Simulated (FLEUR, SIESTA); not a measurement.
A FLEUR input for a self-consistent single point of CaS (Fm-3m, 2 atoms in the cell) (DFT, PBEsol, all-electron FLAPW (FLEUR), scalar-relativistic valence):

Input of the input generator:

```
CaS crystal
&input film=f /
0.0000000000 5.2824043485 5.2824043485
5.2824043485 -0.0000000000 5.2824043485
5.2824043485 5.2824043485 0.0000000000
1.0
1.0 1.0 1.0

2
20 0.0000000000 0.0000000000 0.0000000000
16 0.5000000000 0.5000000000 0.5000000000

&comp jspins=1 /
&exco xctyp='PBEs' /
&kpt div1=8 div2=8 div3=8 gamma=t /
&end /
```

```xml
<?xml version="1.0" encoding="UTF-8" standalone="no"?>
<fleurInput fleurInputVersion="0.39">
   <comment>
      CaS crystal                                                                                         
   </comment>
   <calculationSetup>
      <cutoffs Kmax="4.1" Gmax="12.3" GmaxXC="12.3" numbands="0"/>
      <scfLoop itmax="80" minDistance="0.00001" maxIterBroyd="15" imix="Anderson" alpha="0.05" precondParam="0.0" spinf="2.0"/>
      <coreElectrons ctail="T" frcor="F" kcrel="0" coretail_lmax="0"/>
      <xcFunctional name="PBEs" relativisticCorrections="F"/>
      <magnetism jspins="1"/>
      <soc l_soc="F" theta="0.0" phi="0.0" spav="F"/>
      <expertModes spex="0" secvar="F"/>
      <geometryOptimization l_f="T" forcealpha="1.0" forcemix="BFGS" epsdisp="0.00001" epsforce="0.00001"/>
      <ldaU l_linMix="F" mixParam="0.05" spinf="1.0"/>
   </calculationSetup>
   <cell>
      <bzIntegration valenceElectrons="16.0" mode="hist" fermiSmearingEnergy="0.0001">
         <kPointListSelection listName="default-1"/>
         <!-- k-points included here -->
         <xi:include xmlns:xi="http://www.w3.org/2001/XInclude" href="kpts.xml"> </xi:include>
      </bzIntegration>
      <!-- symmetry operations included here -->
      <xi:include xmlns:xi="http://www.w3.org/2001/XInclude" href="sym.xml"> </xi:include>
      <bulkLattice scale="1.0">
         <bravaisMatrix>
            <row-1>    0.0000000000000000     5.2824043485000001     5.2824043485000001</row-1>
            <row-2>    5.2824043485000001     0.0000000000000000     5.2824043485000001</row-2>
            <row-3>    5.2824043485000001     5.2824043485000001     0.0000000000000000</row-3>
         </bravaisMatrix>
      </bulkLattice>
   </cell>
   <atomSpecies>
      <species name="Calcium (Ca)" element="Ca" atomicNumber="20">
         <mtSphere radius="2.68" gridPoints="925" logIncrement="0.013"/>
         <atomicCutoffs lmax="10" lnonsphr="8"/>
         <electronConfig flipSpins="F">
            <coreConfig>(1s1/2) (2s1/2) (2p1/2) (2p3/2)</coreConfig>
            <valenceConfig>(3s1/2) (3p1/2) (3p3/2) (4s1/2)</valenceConfig>
         </electronConfig>
         <energyParameters s="4" p="4" d="3" f="4"/>
         <lo type="SCLO" l="0" n="3" eDeriv="0"/>
         <lo type="SCLO" l="1" n="3" eDeriv="0"/>
      </species>
      <species name="Sulfur (S)" element="S" atomicNumber="16">
         <mtSphere radius="1.98" gridPoints="685" logIncrement="0.017"/>
         <atomicCutoffs lmax="8" lnonsphr="6"/>
         <electronConfig flipSpins="F">
            <coreConfig>(1s1/2) (2s1/2) (2p1/2) (2p3/2)</coreConfig>
            <valenceConfig>(3s1/2) (3p1/2) (3p3/2)</valenceConfig>
            <stateOccupation state="(3p1/2)" spinUp="0.6666666666667" spinDown="0.6666666666667"/>
            <stateOccupation state="(3p3/2)" spinUp="1.3333333333333" spinDown="1.3333333333333"/>
         </electronConfig>
         <energyParameters s="3" p="3" d="3" f="4"/>
      </species>
   </atomSpecies>
   <atomGroups>
      <atomGroup species="Calcium (Ca)">
         <relPos label="                   1">.0000000000 .0000000000 .0000000000</relPos>
         <force calculate="T" relaxXYZ="TTT"/>
      </atomGroup>
      <atomGroup species="Sulfur (S)">
         <relPos label="                   2">1.000/2.000 1.000/2.000 1.000/2.000</relPos>
         <force calculate="T" relaxXYZ="TTT"/>
      </atomGroup>
   </atomGroups>
   <output dos="F" band="F" slice="F">
      <checks vchk="F" cdinf="F"/>
      <bandDOS minEnergy="-.5*Htr" maxEnergy="0.5*Htr" sigma="0.015" storeEVData="T"/>
      <vacuumDOS vacdos="F" integ="F" star="F" nstars="0" locx1="0.0" locy1="0.0" locx2="0.0" locy2="0.0" nstm="0" tworkf="0.0"/>
      <unfoldingBand unfoldBand="F" supercellX="1" supercellY="1" supercellZ="1"/>
      <plotting iplot="0" polar="F">
         <plot TwoD="T" vec1="  1.0  0.0  0.0" vec2="  0.0  1.0  0.0" vec3="  0.0  0.0  1.0" zero="  0.0  0.0  0.0" file="plot"/>
      </plotting>
      <chargeDensitySlicing numkpt="0" minEigenval="0.0" maxEigenval="0.0" nnne="0" pallst="F"/>
      <specialOutput eonly="F"/>
      <magneticCircularDichroism mcd="F" energyLo="-10.0" energyUp="0.0"/>
   </output>
  <!-- We include the file relax.xml here to enable relaxations (see documentation) -->
  <xi:include xmlns:xi="http://www.w3.org/2001/XInclude" href="relax.xml"> <xi:fallback/> </xi:include>
</fleurInput>
```

**Question.** Translate this input to SIESTA.

**Answer.** One input that does it (others would too):

```
# files in the folder: Ca.psml S.psml (PseudoDojo PBEsol standard)
SystemName  CaS
SystemLabel siesta

NumberOfAtoms                2
NumberOfSpecies              2
%block ChemicalSpeciesLabel
  1 20 Ca
  2 16 S
%endblock ChemicalSpeciesLabel
LatticeConstant              1.0 Ang
%block LatticeVectors
     0.000000000    2.795328000    2.795328000
     2.795328000    0.000000000    2.795328000
     2.795328000    2.795328000    0.000000000
%endblock LatticeVectors
AtomicCoordinatesFormat      Ang
%block AtomicCoordinatesAndAtomicSpecies
     0.000000000    0.000000000    0.000000000  1
     2.795328000    2.795328000    2.795328000  2
%endblock AtomicCoordinatesAndAtomicSpecies

XC.functional                GGA
XC.authors                   PBEsol
PAO.BasisSize                DZP
PAO.EnergyShift              0.01 Ry
MeshCutoff                   300 Ry
%block kgrid.MonkhorstPack
    8   0   0  0.0
    0   8   0  0.0
    0   0   8  0.0
%endblock kgrid.MonkhorstPack
OccupationFunction           FD
ElectronicTemperature        10 K

MaxSCFIterations             150
SCF.Mixer.Method             Broyden
SCF.Mixer.Weight             0.2
SCF.Mixer.History            6
SCF.DM.Tolerance             1.0E-04
Diag.ParallelOverK           true
WriteForces                  true
Charge.Mulliken              end
```

Basis settings and potentials, where a program has them, do not carry over. This input uses DFT, GGA PBEsol, numerical atomic orbitals DZP, PseudoDojo PBEsol standard norm-conserving potentials (rewritten from UPF to PSML). Both were run: gap on the mesh 2.105 eV in FLEUR and 4.124 in SIESTA.

On FLEUR: the starting cell comes from a database of computed structures (which also holds hypothetical and non-ambient phases and stackings), without a prior relaxation at this level. For this run, on top of that: lattice scaled by 0.98. Values depend on the basis (sphere radii, cutoffs, local orbitals), which need not be converged.

On SIESTA: the starting cell comes from a database of computed structures (which also holds hypothetical and non-ambient phases and stackings), without a prior relaxation at this level. For this run, on top of that: lattice scaled by 0.98. Values carry the incompleteness of an atom-centred basis. The basis of the alkali or alkaline-earth atoms may lack their empty d shell, which can raise the gap. With a pressure of about 9 GPa the cell is away from its equilibrium volume at this level.
